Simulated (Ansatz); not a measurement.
The reference is SnO in the litharge type structure (space group P4/nmm, No. 129; a = 3.837 Å, c = 4.759 Å; layered, stacked along the Cartesian z axis).

All numbers come from PBE-D3(BJ) (Ansatz, a program for electronic structure, PAW, no spin-orbit coupling).

Before the change:

The volume per atom comes out as 17.52 Å³ and the c/a ratio is 1.240.

Now apply this change: cell and atoms relaxed at a pressure of 22.5 GPa.

Problem. What happens to the volume per atom?

Solution. The volume per atom drops by 4.12 Å³, from 17.52 Å³ to 13.40 Å³.

Problem. Estimate the effect on the c/a ratio.

Solution. The c/a ratio shrinks by 0.105 (1.240 → 1.135).

Load acts through the strain it causes; cell and atoms are relaxed under it. Stability against distortions was not tested. Competing high-pressure phases were not computed. All final runs are without spin polarisation.
